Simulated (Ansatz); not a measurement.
Start from CdTe in the zinc blende structure (space group F-43m, No. 216; a = 6.618 Å).

Computed with PBE, PAW, 420 eV (Ansatz, a first-principles code; scalar-relativistic without spin-orbit coupling).

Strains are applied to the cell and any free atomic positions relax.

One change was made to it. Results:

| quantity | base | after |
|---|---|---|
| hole mass (degenerate bands, along [100]) | 0.054, 0.57, 0.57 mₑ (at Γ) | 0.044, 0.62, 0.62 mₑ (at Γ) |
| band gap | 0.59 eV | 0.46 eV |
| electron mass | 0.053 mₑ (at Γ) | 0.044 mₑ (at Γ) |

### Question
What was done to the base?
(A) isotropic strain +1.50 %
(B) isotropic strain −2.50 %
(C) isotropic strain +3.00 %

### Answer
A, isotropic strain +1.50 %. For comparison, the band gap in the other runs: isotropic strain −2.50 % gives 0.81 eV; isotropic strain +3.00 % gives 0.33 eV.

With Te present, leaving out spin-orbit coupling can change the band edges. Masses are band curvatures over ±0.01 Å⁻¹ around the edge. Stability against distortions was not tested.
